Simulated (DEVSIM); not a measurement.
System: illuminated Si n-on-p cell, one wavelength, with a back-surface field, at 300 K.

Layer 1 from the left is Si, thickness (μm) 0.940, Nd (cm⁻³) 1e19, τn (s) 1.4e-6, τp (s) 9.9e-8, absorption coefficient (cm⁻¹) 170. Layer 2 from the left is Si, thickness (μm) 30.0, Na (cm⁻³) 1.1e15, τn (s) 3.4e-6, τp (s) 3.4e-6, absorption coefficient (cm⁻¹) 170. Layer 3 from the left is Si, thickness (μm) 0.280, Na (cm⁻³) 6.1e18, τn (s) 3.4e-6, τp (s) 3.4e-6, absorption coefficient (cm⁻¹) 170.

Left contact: ohmic, minority hole recombination velocity 4000 cm/s. Right contact: ohmic, minority electron recombination velocity 3e5 cm/s. Voltage is applied to the left contact. Recombination: SRH at mid-gap, radiative, Auger. Gap narrowing is on: ΔEg = 6.92 meV × (l + √(l² + 0.5)), l = ln(N/1.3e17 cm⁻³), shared equally by both band edges. Light enters at the left, 2.7e16 photons cm⁻² s⁻¹, one pass, no reflection. Mobility is μmin + (μ − μmin)/(1 + (N/Nref)^α).

Constants are typed, rounded textbook-type inputs, not results; the design itself was drawn at random and stands for no fabricated device. Values at 300 K.

Si: gap (eV) 1.124, affinity (eV) 4.05, permittivity 11.7, Nc (cm⁻³) 2.86e19, Nv (cm⁻³) 3.1e19, μn (cm²/Vs) 1417, μp (cm²/Vs) 470, μn,min 52, μp,min 45, Nref,n 9.7e16, Nref,p 2.2e17, αn 0.68, αp 0.72, B (cm³/s) 4.7e-15, Cn (cm⁶/s) 2.8e-31, Cp (cm⁶/s) 9.9e-32.

Simulated with DEVSIM: 1D drift-diffusion, Boltzmann statistics, complete ionisation; no tunnelling, impact ionisation, image-force lowering or self-heating.

Dark forward current:

| |V| (V) | |J| (A/cm²) |
|---|---|
| 0.05 | 4.295e-9 |
| 0.10 | 1.585e-8 |
| 0.15 | 5.076e-8 |
| 0.20 | 1.691e-7 |
| 0.25 | 6.409e-7 |
| 0.30 | 2.919e-6 |
| 0.35 | 1.582e-5 |
| 0.40 | 9.664e-5 |
| 0.45 | 0.0006273 |
| 0.50 | 0.004081 |
| 0.55 | 0.02332 |
| 0.60 | 0.09909 |
| 0.65 | 0.3827 |
| 0.70 | 1.700 |
| 0.75 | 8.589 |
| 0.80 | 43.54 |
| 0.85 | 195.9 |
| 0.90 | 725.3 |
| 0.95 | 2137 |

Task: Work out the local ideality factor n = ΔV / (kT/q · ln(J2/J1)) between the rows 0.15 and 0.20 V, 0.45 and 0.50 V, 0.90 and 0.95 V.

Result: kT/q = 25.85 mV. From 0.15 to 0.20 V: ln(1.691e-7/5.076e-8) = 1.203, n = 1.61. From 0.45 to 0.50 V: ln(0.004081/0.0006273) = 1.873, n = 1.03, near the 1 of diffusion or emission over a barrier. From 0.90 to 0.95 V: ln(2137/725.3) = 1.081, n = 1.79.

Task: What current could the absorbed light give at most, and what share is collected?

Result: Σ αd = 0.531, so qΦ(1 − exp(−Σ αd)) = 1.78 mA/cm². The simulated short-circuit current is 1.726 mA/cm², a share of 0.97.

Task: Estimate the open-circuit voltage by superposition: the voltage at which the dark current equals that short-circuit current.

Result: Interpolating ln J in the table gives 0.477 V. The simulation gives 0.477 V, the same within the digits that matter. Superposition holds where collection doesn't change with voltage.

Task: Estimate the fill factor from FF0 = (v − ln(v + 0.72))/(v + 1), v = qVoc/(nkT), with n from the dark curve.

Result: The rows about Voc, 0.45 and 0.50 V, give n = 1.03, so v = 17.9 and FF0 = 0.792. The simulation gives 0.791, the same within the digits that matter.
